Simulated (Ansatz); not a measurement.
The parent structure is MoSi₂ (space group I4/mmm, No. 139; a = 3.190 Å, c = 7.822 Å; relaxed with 0.1 eV smearing). Axes: x, y, z lie along a, b, c of the conventional cell.

Calculations: PBEsol/PAW in Ansatz (an electronic-structure program), spin-orbit coupling left out.

Strains are applied to the cell and any free atomic positions relax.

One change was made to it. Results:

```tsv
quantity	base	after
energy relative to the base (free energy F)	0 meV/atom	+0.4 meV/atom
pressure (mean of the normal stresses, compression positive)	0.0 GPa	-1.0 GPa
```

Task: Which change produced these results?
A) uniaxial strain ε_xx = +1.50 %
B) uniaxial strain ε_xx = −0.50 %
C) uniaxial strain ε_xx = +0.50 %
D) uniaxial strain ε_xx = +3.00 %

Result: C, uniaxial strain ε_xx = +0.50 %. For comparison, the pressure in the other runs: uniaxial strain ε_xx = −0.50 % gives 1.1 GPa; uniaxial strain ε_xx = +3.00 % gives -5.8 GPa; uniaxial strain ε_xx = +1.50 % gives -3.0 GPa.

Stability against distortions was not tested. All final runs are without spin polarisation.
